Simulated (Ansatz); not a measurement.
**CdS: energy against strain**

CdS (zinc blende, F-43m, 24.696 Å³/atom at rest, cube axes along x, y and z) under a strain ε along a cube axis (axis z), the other axes held. PBEsol in Ansatz, a plane-wave DFT program (PAW, default set), 420 eV, 10×10×10 Γ-centred mesh, Fermi-Dirac smearing 0.05 eV; ions are relaxed within the symmetry of each cell.

Here s stands for strain and y for E less E0.

| strain (%) | E less E0 (meV/atom) |
|---|---|
| -1.50 | 1.31 |
| -1.00 | 0.58 |
| -0.50 | 0.15 |
| 0.00 | 0.00 |
| 0.50 | 0.14 |
| 1.00 | 0.56 |
| 1.50 | 1.27 |
| 3.00 | ? |

Q: Using a parabola, estimate the missing y at s = 3.00 from the other rows, showing the fit.

A: Least squares gives y = 0.000 - 0.0121·s + 0.5729·s². Residuals (row less fit): 0.003, -0.005, 0.001, 0.000, 0.003, -0.001, -0.001; standard error 0.003 (degrees of freedom: 4). Twice the quadratic coefficient over the volume, 2 × 0.5729 meV × 10⁴ × 0.1602 / 24.696 Å³, is the elastic constant C11 = 74 ± 0.2 GPa. At the withheld row, y = 0.000 - 0.0121 × 3.0 + 0.5729 × 3.0² = 5.120 meV/atom. The calculation gives 5.04 meV/atom, 0.080 meV/atom below the prediction (1.6 % of the range of y in the table). The row lies outside the fitted rows, so this is an extrapolation. The fitted rows scatter only by rounding.

One order more, fitted to all 13 runs of the series, follows each within 0.01, so the miss is the next term of a smooth law. CdS is here a metastable form; wurtzite is the usual one. Rows are the converged runs of the series near zero and its far end; series whose fitted rows scatter by over a few per cent of the range, as at a crossing or softening among them, aren't shown in this form. Most that stay on the fit to the last digits aren't either.
